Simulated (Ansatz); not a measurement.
Start from BN in the zinc blende structure (space group F-43m, No. 216; a = 3.606 Å). Axes: x, y, z lie along the cube axes.

The values are results of Ansatz (a quantum-chemistry and plane-wave program), PBEsol, PAW, cutoff 420 eV, no spin-orbit coupling, not measurements.

A first run, uniaxial strain ε_zz = −0.90 %, gives secant values C11 ≈ 800 GPa and C12 ≈ 190 GPa from its stress. A second run applies isotropic strain −1.83 %.

Question: What does linear elasticity predict for the bulk modulus −ΔP/(ΔV/V₀) in the second run, and what does the run give?

Answer: Linear elasticity: (C11 + 2 C12)/3 = 390 GPa. The run gives 440 GPa; any difference comes from nonlinear terms at these strains and numerical noise.

Whether these cells are dynamically stable was not tested.
